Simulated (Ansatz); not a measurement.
The parent structure is ZnCu2SnS4 (space group I-4, No. 82; a = 5.317 Å, c = 10.643 Å). Axes: x, y, z lie along a, b, c of the conventional cell.

Computed with DFT with LDA, PAW potentials and a 420 eV plane-wave cutoff in Ansatz (a first-principles code), without spin-orbit coupling.

Before the change:

The volume per atom is 18.81 Å³.

Perturbation: biaxial strain +3.00 %, plane normal [001], relaxed out of plane (Cartesian); in-plane vectors clamped, the third vector and the atoms free.

Question: Estimate the effect on the energy relative to the base and volume per atom.

Answer: The energy rises by 9.3 meV/atom; the volume per atom rises by 0.36 Å³, from 18.81 Å³ to 19.17 Å³.

No phonon test of stability was made. The final runs are not spin-polarised.
